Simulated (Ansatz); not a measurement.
composition Si15Sb, cell Si60Sb4, held well above this temperature first [in the run: it was liquid; mean temperature 2352 K (target 2340 K)]; MD at a mean temperature of 2352 K and a mean pressure of 0.2 GPa, 4.9 ps sampled (in preparation the cell's shape was held), k-points: one point, (1/4, 1/4, 1/4), no spin polarisation or spin-orbit coupling.

Prepared at the same level. The solute's share, one atom in sixteen, is far above doping levels in devices. Atoms moved only 3.9 Å² (mean square) in the hot stage, so mixing may be incomplete. On the run's last frame a denser k-mesh moved the forces by 0.075 eV/Å rms, the static pressure by 0.04 GPa and the free energy by 5 meV/atom, which is about how far such values are converged. Warnings of the run: stress scf threshold loose, symmetry auto disabled.

**Question.** Predict the first peak of g(Sb-Si); coordination of Sb (bonds up to Sb-Sb 3.74, Sb-Si 3.78 Å); first peak of g(Si-Si); coordination of Si (bonds up to Sb-Si 3.78, Si-Si 3.34 Å); volume per atom from PBE (Ansatz, a program for electronic structure).

**Answer.** 
| Quantity | Result |
|---|---|
| first peak of g(Sb-Si) | 2.74 Å, height 1.7 |
| coordination of Sb (bonds up to Sb-Sb 3.74, Sb-Si 3.78 Å) | 9.2 (10-fold 22 %, 9-fold 22 %, 8-fold 18 %) |
| first peak of g(Si-Si) | 2.45 Å, height 2.1 |
| coordination of Si (bonds up to Sb-Si 3.78, Si-Si 3.34 Å) | 7.1 (7-fold 30 %, 8-fold 23 %, 6-fold 22 %) |
| volume per atom | 21.2 Å³ |
